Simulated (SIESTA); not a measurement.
Band structure of ZnF2 (P4_2/mnm, 6 atoms in the cell).

```
CELL_PARAMETERS angstrom
      4.70000     0.00000     0.00000
      0.00000     4.70000     0.00000
      0.00000     0.00000     3.13000
ATOMIC_POSITIONS crystal
  Zn 0.00000 0.00000 0.00000
  Zn 0.50000 0.50000 0.50000
  F  0.30300 0.30300 0.00000
  F  0.80300 0.19700 0.50000
  F  0.19700 0.80300 0.50000
  F  0.69700 0.69700 0.00000
```

Computed with GGA PBE, numerical atomic orbitals DZP, PseudoDojo PBE standard norm-conserving potentials (rewritten from UPF to PSML) (SIESTA).

Settings: XC.functional = GGA; XC.authors = PBE; potentials = PseudoDojo PBE standard; PAO.BasisSize = DZP; PAO.EnergyShift = 0.005 Ry; MeshCutoff = 300 Ry; kgrid.MonkhorstPack = 5 5 7; OccupationFunction = FD; ElectronicTemperature = 0.01 eV; MaxSCFIterations = 150; SCF.Mixer.Method = Pulay; SCF.Mixer.Weight = 0.1; SCF.Mixer.History = 8; SCF.DM.Tolerance = 1.0E-05.

The starting cell has typed, rounded lattice constants, without a prior relaxation at this level. Values carry the incompleteness of an atom-centred basis.

### Question
Predict the gap along the standard path and the places of the band edges.

### Answer
The gap along the path is 4.31 eV, from R to Γ; the smallest direct gap on it is 4.33 eV.

Levels in eV from the top of the valence band on the path, bands 31 to 35:
```csv
point,31,32,33,34,35
Γ,-0.73,-0.28,-0.28,-0.02,4.31
X,-0.54,-0.54,-0.35,-0.35,7.02
M,-0.95,-0.95,-0.30,-0.30,8.02
Z,-1.20,-1.20,-1.09,-1.09,9.18
R,-1.08,-1.08,0.00,0.00,10.03
A,-1.11,-1.11,-0.75,-0.75,9.46
```

Higher empty bands are left out: an atom-centred basis made for the valence describes them poorly.
